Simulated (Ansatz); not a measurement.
Take BaTiO$_{3}$ in the cubic perovskite structure (space group Pm-3m, No. 221; a = 3.935 Å) as the base. Axes: x, y, z lie along the cube axes.

Structures relaxed with LDA (Ansatz, a quantum-chemistry and plane-wave program, PAW, no spin-orbit coupling).

Base:

Simulated powder pattern, Cu Kα, λ = 1.54184 Å (kinematic, ideal powder, no thermal factors, no anomalous dispersion; the 14 strongest lines at most, above 2 %, up to 2θ = 90°):

```tsv
2θ (°)	I/Imax (%)	hkl
22.60	19	(100)
32.17	100	(110)
39.68	25	(111)
46.14	34	(200)
51.97	9.9	(210)
57.36	38	(211)
67.31	20	(220)
72.00	5.4	(300)
76.57	16	(310)
81.06	8.2	(311)
85.49	6.7	(222)
89.89	2.8	(320)
```

After one change:

Simulated powder pattern, Cu Kα, λ = 1.54184 Å (kinematic, ideal powder, no thermal factors, no anomalous dispersion; the 14 strongest lines at most, above 2 %, up to 2θ = 90°):

| 2θ (°) | I/Imax (%) |
|---|---|
| 22.34 | 37 |
| 31.37 | 100 |
| 32.21 | 93 |
| 38.85 | 38 |
| 40.25 | 11 |
| 45.58 | 67 |
| 55.84 | 19 |
| 56.38 | 37 |
| 57.97 | 17 |
| 65.46 | 20 |
| 67.40 | 19 |
| 74.85 | 16 |
| 76.23 | 15 |
| 83.38 | 10 |

Question: Which of these changes matches the shifts?
A. biaxial strain +1.00 %, plane normal [111], relaxed out of plane
B. biaxial strain +2.50 %, plane normal [111], relaxed out of plane
C. biaxial strain +2.00 %, plane normal [111], relaxed out of plane
D. biaxial strain +1.50 %, plane normal [111], relaxed out of plane

Answer: B, biaxial strain +2.50 %, plane normal [111], relaxed out of plane. Its volume per atom is 12.62 Å³ against 12.18 Å³, and its space group is R-3m (No. 166).

Whether these cells are dynamically stable was not tested. All final runs are without spin polarisation. Many cubic perovskites are stable only at high temperature; tilts and polar distortions were not tested. This is not the structure that BaTiO3 has at room temperature and ambient pressure.
